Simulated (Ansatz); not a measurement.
Worked example: self-consistent single point of LaAl2 (R3m, 6 atoms in the cell) in Ansatz (a program for electronic structure).

Method of the run: PBEsol, harder PAW files (source: ansatz) made with PBE (plane waves; Ansatz).

```
CELL_PARAMETERS angstrom
      0.00000     4.04414     4.04414
      4.04414     0.00000     4.04414
      4.04414     4.04414     0.00000
ATOMIC_POSITIONS crystal
  La 0.00357 0.00357 0.00357
  La 0.25000 0.25000 0.25000
  Al 0.62500 0.62500 0.62500
  Al 0.12500 0.62500 0.62500
  Al 0.62500 0.62500 0.12500
  Al 0.62500 0.12500 0.62500
```

Reference input (self-consistent single point, DFT, PBEsol, plane waves, default PAW files made with PBE): basis.ecutwfc = 420 eV; kpoints.mp_grid.grid = 6 6 6; hamiltonian.xc = pbesol; hamiltonian.pseudopotentials = {kind: paw} (the program's default PAW files); scf.occupations.method = fermi_dirac; scf.occupations.width = 0.1 eV. This run's input differs from it in these lines:

Ansatz 0.2 input:
```diff
@@ -13,3 +13,3 @@
 basis:
-  ecutwfc: 420.0 eV
+  ecutwfc: 1080.0 eV
 kpoints:
@@ -18,3 +18,3 @@
   xc: pbesol
-  pseudopotentials: { kind: paw }
+  pseudopotentials: { kind: paw, source: ansatz }
 scf:
```

Output, abridged:

```
SCF iter   1: F=—  HF=-22053.443214 eV  |F-HF|=—  |Δ(HF+E_count)|=         —  Δρ=3.75e-2  dr2=5.60e0  ethr=3.10e-3  ⟨swp⟩=7.3  Hψ=5935  notcnv=0
all-band conjugate gradients solve this SCF's bands
preconditioner: auto → Kerker (q_TF=auto, 2.430 Å⁻¹)
SCF iter   2: F=—  HF=-22052.335024 eV  |F-HF|=—  |Δ(HF+E_count)|=    1.11e0  Δρ=1.95e-2  dr2=1.37e0  ethr=3.10e-3  ⟨swp⟩=7.2  Hψ=2543  notcnv=0
   [... lines left out ...]
SCF iter   5: F=—  HF=-22051.915572 eV  |F-HF|=—  |Δ(HF+E_count)|=   7.28e-4  Δρ=3.77e-4  dr2=2.05e-4  ethr=4.60e-6  ⟨swp⟩=3.3  Hψ=2579  notcnv=0
SCF iter   6: F=—  HF=-22051.915514 eV  |F-HF|=—  |Δ(HF+E_count)|=   5.73e-5  Δρ=7.48e-5  dr2=1.00e-5  ethr=3.11e-7  ⟨swp⟩=3.0  Hψ=2611  notcnv=0
SCF iter   7: F=—  HF=-22051.915699 eV  |F-HF|=—  |Δ(HF+E_count)|=   1.84e-4  Δρ=1.22e-5  dr2=3.62e-7  ethr=1.52e-8  ⟨swp⟩=3.1  Hψ=1978  notcnv=0
SCF iter   8: F=-22051.915699 eV  HF=-22051.915699 eV  |F-HF|=7.67e-9  |Δ(HF+E_count)|=   4.95e-8  Δρ=2.72e-6  dr2=1.23e-8  ethr=1.52e-10  ⟨swp⟩=22.0  Hψ=8171  notcnv=0
SCF 1 converged in 8 iterations: F = -22051.915699 eV  dr2 = 1.23e-8
Free energy (F): -22051.915699 eV
Internal energy: -22051.794482 eV  (E = F + TS)
E sigma→0 (E₀):  -22051.855090 eV
Entropy (-TS):   -0.121217 eV (-20.203 meV/atom)
Fermi energy:    11.076814 eV
--- Forces (eV/Å), atoms counted from 1 ---
  atom   1  La    -0.12997979    -0.12997979    -0.12997979
  atom   2  La     0.01724646     0.01724646     0.01724646
  atom   3  Al     0.01265634     0.01265634     0.01265634
  atom   4  Al     0.04365279     0.02821164     0.02821164
  atom   5  Al     0.02821164     0.02821164     0.04365279
  atom   6  Al     0.02821164     0.04365279     0.02821164
--- Stress (GPa, compression-positive) ---
       -0.667099      -0.075814      -0.075814
       -0.075814      -0.667099      -0.075814
       -0.075814      -0.075814      -0.667099
  P = ⅓ Tr σ = -0.6671 GPa (-6.671 kbar)
  The stress holds the Pulay correction. Without it, at fixed plane waves, as pw.x and ABINIT print it: P = -0.6686 GPa
```

The run converged in 8 iterations. Against the reference run the pressure hardly changes (-0.68 to -0.67 GPa) and the largest force stays at 0.225 eV/Å.

The starting cell comes from a database of computed structures (which also holds hypothetical and non-ambient phases and stackings), without a prior relaxation at this level. Its lattice was rescaled by up to half a per cent. One atom was moved a little off its site on purpose. Ansatz's pressure includes its estimate of the finite-basis (Pulay) stress.

Cost on one core of a shared machine: roughly 70 s.
